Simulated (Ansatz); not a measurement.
Worked example: self-consistent single point of Mg6ZnB (P1, 8 atoms in the cell) in Ansatz (a program for electronic structure).

Level of theory: PBEsol, PAW files made with PBE (plane waves; Ansatz).

The change in words: atoms moved at random. Reference geometry:
```
CELL_PARAMETERS angstrom
      3.88560     0.00000     0.00000
      0.00000     4.04725     4.88495
      0.00000    -4.04725     4.88495
ATOMIC_POSITIONS crystal
  Mg 0.50000 0.95351 0.31021
  Mg 0.50000 0.31021 0.95351
  Mg 0.50000 0.87251 0.87251
  Mg 0.00000 0.61674 0.15368
  Mg 0.00000 0.15368 0.61674
  Mg 0.00000 0.64036 0.64036
  Zn 0.50000 0.42964 0.42964
  B  0.00000 0.02337 0.02337
```

Reference input (self-consistent single point, DFT, PBEsol, plane waves, PAW files made with PBE): kpoints.mp_grid.grid = 5 3 3; hamiltonian.xc = pbesol; hamiltonian.pseudopotentials = {kind: paw} (the program's default PAW files); scf.occupations.method = fermi_dirac; scf.occupations.width = 0.1 eV. This run's input differs from it in these lines:

Ansatz 0.2 input:
```diff
@@ -7,10 +7,10 @@
   atoms:
-    - { symbol: Mg, position_ang: [1.942800, 2.603593, 6.173203] }
-    - { symbol: Mg, position_ang: [1.942800, -2.603593, 6.173203] }
-    - { symbol: Mg, position_ang: [1.942800, -0.000000, 8.524327] }
-    - { symbol: Mg, position_ang: [0.000000, 1.874117, 3.763459] }
-    - { symbol: Mg, position_ang: [0.000000, -1.874117, 3.763459] }
-    - { symbol: Mg, position_ang: [0.000000, 0.000000, 6.256247] }
-    - { symbol: Zn, position_ang: [1.942800, -0.000000, 4.197536] }
-    - { symbol: B, position_ang: [0.000000, -0.000000, 0.228322] }
+    - { symbol: Mg, position_ang: [1.863860, 2.653414, 6.145407] }
+    - { symbol: Mg, position_ang: [2.045959, -2.573501, 6.126380] }
+    - { symbol: Mg, position_ang: [1.968600, -0.039279, 8.524468] }
+    - { symbol: Mg, position_ang: [-0.020407, 1.867545, 3.719866] }
+    - { symbol: Mg, position_ang: [-0.005556, -1.914383, 3.807898] }
+    - { symbol: Mg, position_ang: [-0.007045, 0.054889, 6.276539] }
+    - { symbol: Zn, position_ang: [1.895190, -0.077934, 4.262300] }
+    - { symbol: B, position_ang: [0.030603, 0.029245, 0.216901] }
 kpoints:
```

Output, abridged:

```
SCF iter   1: F=—  HF=-14906.271112 eV  |F-HF|=—  |Δ(HF+E_count)|=         —  Δρ=6.18e-2  dr2=1.13e1  ethr=3.10e-3  ⟨swp⟩=9.2  Hψ=4799  notcnv=0
all-band conjugate gradients solve this SCF's bands
preconditioner: auto → Kerker (q_TF=auto, 2.421 Å⁻¹)
SCF iter   2: F=—  HF=-14904.716324 eV  |F-HF|=—  |Δ(HF+E_count)|=    1.55e0  Δρ=2.54e-2  dr2=1.73e0  ethr=3.10e-3  ⟨swp⟩=3.1  Hψ=1877  notcnv=0  defer=9
   [... lines left out ...]
SCF iter   8: F=—  HF=-14904.234456 eV  |F-HF|=—  |Δ(HF+E_count)|=   5.59e-6  Δρ=1.12e-4  dr2=1.69e-5  ethr=3.67e-7  ⟨swp⟩=2.0  Hψ=1329  notcnv=0  defer=11
SCF iter   9: F=—  HF=-14904.234446 eV  |F-HF|=—  |Δ(HF+E_count)|=   1.05e-5  Δρ=3.71e-5  dr2=4.82e-6  ethr=2.25e-8  ⟨swp⟩=2.2  Hψ=1709  notcnv=0  defer=11
SCF iter  10: F=—  HF=-14904.234445 eV  |F-HF|=—  |Δ(HF+E_count)|=   7.30e-7  Δρ=9.22e-6  dr2=3.35e-7  ethr=6.43e-9  ⟨swp⟩=2.0  Hψ=1178  notcnv=0  defer=11
SCF iter  11: F=-14904.234445 eV  HF=-14904.234445 eV  |F-HF|=6.69e-8  |Δ(HF+E_count)|=   5.45e-8  Δρ=5.15e-6  dr2=7.08e-8  ethr=1.33e-10  ⟨swp⟩=8.7  Hψ=4073  notcnv=0
SCF 1 converged in 11 iterations: F = -14904.234445 eV  dr2 = 7.08e-8
Free energy (F): -14904.234445 eV
Internal energy: -14904.106970 eV  (E = F + TS)
E sigma→0 (E₀):  -14904.170708 eV
Entropy (-TS):   -0.127475 eV (-15.934 meV/atom)
Fermi energy:    6.388377 eV
--- Forces (eV/Å), atoms counted from 1 ---
  atom   1  Mg     0.12917300    -0.08335286     0.20647729
  atom   2  Mg    -0.21532796    -0.00424260     0.10011221
  atom   3  Mg    -0.11948163     0.14363108    -0.06467789
  atom   4  Mg     0.09591692    -0.31177487     0.17987146
  atom   5  Mg     0.02107206     0.22859369    -0.08619201
  atom   6  Mg    -0.00872409    -0.05161395    -0.24700575
  atom   7  Zn     0.17470611     0.22472130    -0.06892601
  atom   8  B     -0.07733673    -0.14596636    -0.01963995
--- Stress (GPa, compression-positive) ---
       -0.263481       0.315488      -0.160591
        0.315488      -1.017150      -0.367007
       -0.160591      -0.367007      -0.806873
  P = ⅓ Tr σ = -0.6958 GPa (-6.958 kbar)
  The stress holds the Pulay correction. Without it, at fixed plane waves, as pw.x and ABINIT print it: P = -0.7176 GPa
```

The run converged in 11 iterations. Against the reference run the free energy goes up by 7.9 meV/atom, the pressure goes from -1.04 to -0.70 GPa and the largest force goes from 0.227 to 0.373 eV/Å.

The starting cell comes from a database of computed structures (which also holds hypothetical and non-ambient phases and stackings), without a prior relaxation at this level. For this run, on top of that: atoms moved at random. Ansatz's pressure includes its estimate of the finite-basis (Pulay) stress.
